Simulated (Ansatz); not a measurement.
Sn on the 1x1 (0001) surface of hcp Co, ferromagnetic, one in a 2x2 cell, energies for each (21.5 Å²). Energies are against an atom of beta tin, without zero-point or thermal terms; each row is named by its start.

All values below come from PBE (plane waves to 420 eV, PAW; Ansatz, a quantum-chemistry and plane-wave program).

Model: 17-atom slab, 6.0 Å thick at the start under the adsorbate (thin: gaps and levels are the slab's own), 7x7x1 mesh, Fermi-Dirac 0.1 eV, dipole correction, 8 atoms held, the rest relaxed; each run with such symmetry as its start has; spin-polarised, no spin-orbit, no U, no dispersion correction.

A negative adsorption energy means that the adsorbate is more stable on the surface than in its reference. Starts that drift may end in the same place. Heights count from the host atoms within 0.3 Å of the top one.

```tsv
starting site	E_ads (eV)	height (Å)	nearest host atom (Å)	bonded to	Δ work function (eV)	lateral drift (Å)	moment (μB)
top Co	___	2.24	Co 2.40	Co	-0.67	0.0	26.0
hollow Co-Co-Co	-0.72	2.15	Co 2.61	3 Co	-0.60	0.0	25.9
hollow Co-Co-Co over Co at depth 2.0 Å	-0.71	2.13	Co 2.61	3 Co	-0.61	0.0	25.8
bridge Co-Co (span 2.5 Å)	-0.72	2.14	Co 2.61	3 Co	-0.60	0.7	25.9
```

Q: What belongs in the gaps?

A: 
- top Co, E_ads (eV): -0.44
